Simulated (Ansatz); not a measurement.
Reference: Ca3AsCl3 (Pm-3m), PBEsol, rigid bands (plane waves, PAW, scalar-relativistic; Ansatz, an electronic-structure program); geometry: cell and atoms relaxed with PBEsol.

```cif
data_AsCa3Cl3
_chemical_formula_sum 'Ca3 As1 Cl3'
_space_group_name_H-M_alt 'Pm-3m'
_space_group_IT_number 221
_space_group_name_Hall '-P 4 2 3'
_cell_length_a 5.68506
_cell_length_b 5.68506
_cell_length_c 5.68506
_cell_angle_alpha 90.000
_cell_angle_beta 90.000
_cell_angle_gamma 90.000
loop_
_atom_site_label
_atom_site_type_symbol
_atom_site_symmetry_multiplicity
_atom_site_Wyckoff_symbol
_atom_site_fract_x
_atom_site_fract_y
_atom_site_fract_z
_atom_site_occupancy
Ca1 Ca 3 d 0.00000 0.00000 0.50000 1
As1 As 1 a 0.00000 0.00000 0.00000 1
Cl1 Cl 3 c 0.00000 0.50000 0.50000 1
```

| Quantity | Value |
|---|---|
| band gap | 1.67 eV |
| electron conductivity mass | 0.54 mₑ |
| Seebeck coefficient, n-type 1e19 cm⁻³ | -332 μV/K |

**Question.** Swap Cl for Br, keeping the structure type. How do these values move?

**Answer.** Ca3AsBr3 (Pm-3m): volume per atom 26.2 to 28.7 Å³; band gap falls (1.67 eV to 1.50 eV); electron conductivity mass falls (0.54 mₑ to 0.49 mₑ); Seebeck coefficient, n-type 1e19 cm⁻³ stays about the same (-332 μV/K to -319 μV/K).

Moves up to 5 % count as about the same. Masses are for dilute carriers at 300 K, harmonic means over directions unless an axis is named. Seebeck coefficients are for the stated density at 300 K, with one relaxation time for all states and whether or not that doping can be reached. Spin-orbit coupling is left out.

Computed structure with no diffraction record at hand here (it may be known, metastable or hypothetical): Ca3AsBr3 (Pm-3m), Ca3AsCl3 (Pm-3m).
